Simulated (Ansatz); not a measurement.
**Tl2HgSiSe4 (space group I-42m, No. 121; a cell from a computed database, its experimental status unchecked)**

```
Tl2HgSiSe4
1.0
   -3.95989     3.95989     3.34007
    3.95989    -3.95989     3.34007
    3.95989     3.95989    -3.34007
Tl Si Hg Se
2 1 1 4
Direct
  0.50000   0.00000   0.50000
  0.00000   0.50000   0.50000
  0.00000   0.00000   0.00000
  0.50000   0.50000   0.00000
  0.95717   0.62792   0.00000
  0.37208   0.37208   0.32925
  0.62792   0.95717   0.00000
  0.04283   0.04283   0.67075
```

All numbers come from PBEsol in Ansatz (plane waves to 420 eV, PAW, without spin-orbit coupling). Γ-centred 7×7×7 mesh, Fermi–Dirac width 0.05 eV.

| Item | Value |
|---|---|
| Volume per atom | 26.19 Å³ |
| Density | 7.56 g/cm³ |
| Band gap | 0.64 eV, direct at M |
| Electron mass | 0.37 mₑ along c, 0.48 mₑ across |
| Total energy | -7322.585 eV/atom (σ→0; compares only within this code and set-up) |

Spin-orbit coupling, missing from the scalar runs, can matter with Hg and Tl. Effective masses come from finite differences of ±0.01 Å⁻¹. No phonon test of stability was made.

Ansatz is an electronic-structure program.
